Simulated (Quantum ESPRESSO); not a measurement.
Input and output of a self-consistent single point for PbS2 (P1, 6 atoms in the cell) (Quantum ESPRESSO).

Method of the run: LDA (PZ), GBRV 1.5 ultrasoft (LDA) pseudopotentials (plane waves; Quantum ESPRESSO 7.5).

The change in words: atoms moved at random. Reference geometry:
```yaml
crystal:
  lattice:
    - [-3.07497, 3.07497, 3.77660]
    - [3.07497, -3.07497, 3.77660]
    - [3.07497, 3.07497, -3.77660]
  atoms:
    - { symbol: Pb, position: [0.75000, 0.75000, 0.00000] }
    - { symbol: Pb, position: [0.25000, 0.25000, 0.00000] }
    - { symbol: S, position: [0.11903, 0.61903, 0.73806] }
    - { symbol: S, position: [0.88097, 0.38097, 0.26194] }
    - { symbol: S, position: [0.61903, 0.88097, 0.50000] }
    - { symbol: S, position: [0.38097, 0.11903, 0.50000] }
```

Reference input (self-consistent single point, DFT, LDA (PZ), plane waves, GBRV 1.5 ultrasoft (LDA) pseudopotentials): ecutwfc = 40 Ry; ecutrho = 200 Ry; occupations = smearing; smearing = fermi-dirac; degauss = 0.0036749 Ry; potentials = {Pb: pb_lda_v1.uspp.F.UPF, S: s_lda_v1.4.uspp.F.UPF}; K_POINTS = automatic 4 4 4 0 0 0; conv_thr = 1e-10 Ry. This run's input differs from it in these lines:

```diff
@@ -25,8 +25,8 @@
 ATOMIC_POSITIONS {crystal}
-Pb    0.750000000    0.750000000    0.000000000
-Pb    0.250000000    0.250000000    0.000000000
-S     0.119030000    0.619030000    0.738060000
-S     0.880970000    0.380970000    0.261940000
-S     0.619030000    0.880970000    0.500000000
-S     0.380970000    0.119030000    0.500000000
+Pb    0.750262000    0.752234000    0.002940000
+Pb    0.255729000    0.245643000    0.000020000
+S     0.125106000    0.623877000    0.738168000
+S     0.882821000    0.392071000    0.259762000
+S     0.615963000    0.878547000    0.493834000
+S     0.370119000    0.107629000    0.505278000
 K_POINTS {automatic}
```

Output (repeated stretches shortened):

```
     Self-consistent Calculation

     iteration #  1     ecut=    40.00 Ry     beta= 0.70

     Threshold (ethr) on eigenvalues was too large:
     Diagonalizing with lowered threshold

     negative rho (up, down):  2.904E-02 0.000E+00

     total energy              =    -424.48032772 Ry
     estimated scf accuracy    <       0.19133596 Ry

     iteration #  2     ecut=    40.00 Ry     beta= 0.70

     negative rho (up, down):  2.995E-02 0.000E+00

     total energy              =    -424.52166983 Ry
     estimated scf accuracy    <       0.12443044 Ry

     iteration #  3     ecut=    40.00 Ry     beta= 0.70

   [... lines left out ...]
     c_bands:  3 eigenvalues not converged
     c_bands:  3 eigenvalues not converged
     c_bands:  1 eigenvalues not converged
     c_bands:  1 eigenvalues not converged
     c_bands:  3 eigenvalues not converged
     c_bands:  2 eigenvalues not converged
     c_bands:  4 eigenvalues not converged
     c_bands:  4 eigenvalues not converged

     negative rho (up, down):  2.999E-02 0.000E+00

     total energy              =    -424.55273527 Ry
     estimated scf accuracy    <          5.3E-10 Ry

     iteration # 12     ecut=    40.00 Ry     beta= 0.70

     negative rho (up, down):  2.999E-02 0.000E+00
     End of self-consistent calculation

     the Fermi energy is     8.0217 ev

!    total energy              =    -424.55273527 Ry
     estimated scf accuracy    <          3.4E-11 Ry
     smearing contrib. (-TS)   =      -0.00034304 Ry
     internal energy E=F+TS    =    -424.55239223 Ry

     convergence has been achieved in  12 iterations

     negative rho (up, down):  2.999E-02 0.000E+00

     Forces acting on atoms (cartesian axes, Ry/au):

     atom    1 type  1   force =    -0.00168515   -0.00123208    0.00072930
     atom    2 type  1   force =     0.00254426   -0.00044177   -0.00082260
     atom    3 type  2   force =     0.00109515    0.00289790   -0.00389085
     atom    4 type  2   force =    -0.00190799   -0.00095702   -0.00427187
     atom    5 type  2   force =    -0.00631652    0.00625005   -0.00113785
   [... lines left out ...]
     Total force =     0.017609     Total SCF correction =     0.000014
   [... lines left out ...]

     negative rho (up, down):  2.999E-02 0.000E+00
          total   stress  (Ry/bohr**3)                   (kbar)     P=      -36.82
  -0.00024580  -0.00001082   0.00000243          -36.16       -1.59        0.36
  -0.00001082  -0.00024628  -0.00000681           -1.59      -36.23       -1.00
   0.00000243  -0.00000681  -0.00025879            0.36       -1.00      -38.07

   JOB DONE.
```

The run converged in 12 iterations. Against the reference run the free energy rises by 3.2 meV/atom, the pressure moves little (-3.70 to -3.68 GPa) and the largest force goes from 0.203 to 0.335 eV/Å. The full log also holds: “c_bands:  3 eigenvalues not converged”.

The starting cell comes from a database of computed structures (which also holds hypothetical and non-ambient phases and stackings), without a prior relaxation at this level. For this run, on top of that: atoms moved at random. Spin-orbit coupling is off. With a pressure of about -4 GPa the cell is away from its equilibrium volume at this level. The run gives no clean gap (levels at the Fermi energy touch, overlap or are partly filled at this smearing), which alone does not show that the compound is a metal.

Cost on one core of a shared machine: roughly 2 min.
